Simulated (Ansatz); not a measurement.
The parent structure is BaTiO3 in the cubic perovskite structure (space group Pm-3m, No. 221; a = 3.9702 Å). Axes: x, y, z lie along the cube axes.

Level of theory: Ansatz (an electronic-structure program) PBEsol, scalar-relativistic without spin-orbit coupling, earlier PAW set.

A first run, uniaxial strain ε_yy = +2.01 %, gives secant values C11 ≈ 290 GPa and C12 ≈ 100 GPa from its stress. A second run applies isotropic strain −1.78 %.

### Question
What does linear elasticity predict for the bulk modulus −ΔP/(ΔV/V₀) in the second run, and what does the run give?

### Answer
Linear elasticity: (C11 + 2 C12)/3 = 160 GPa. The run gives 210 GPa; any difference comes from nonlinear terms at these strains and numerical noise.

Whether these cells are dynamically stable was not tested. All final runs are without spin polarisation. Many cubic perovskites are stable only at high temperature; tilts and polar distortions were not tested. This is not the structure that BaTiO3 has at room temperature and ambient pressure.
